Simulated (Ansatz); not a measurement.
Start from SiC in the zinc blende structure (space group F-43m, No. 216; a = 4.357 Å). Axes: x, y, z lie along the cube axes.

Method: Kohn–Sham DFT with the PBEsol functional, run in Ansatz (a first-principles code) with PAW and 420 eV plane waves, no SOC.

It is then changed as follows: the cell is compressed by 2.50 % along z with no lateral relaxation; the atoms relax in the strained cell.

Predict the stress tensor and what it implies for the stiffness.

Stress of the strained cell less that of the base (GPa, compression positive):
```
   3.82    0.00    0.00
   0.00    3.82    0.00
   0.00    0.00    9.87
```

Then −Δσ_ii/ε with ε = -0.0250 gives secant stiffness values (nonlinear terms included at this strain): C33 ≈ 395 GPa, C13 ≈ 153 GPa and C23 ≈ 153 GPa.

As a check, the harmonic strain energy −½ V₀ Δσ:ε is 8.0 meV/atom; the computed energy rise is 7.9 meV/atom.

Whether these cells are dynamically stable was not tested.
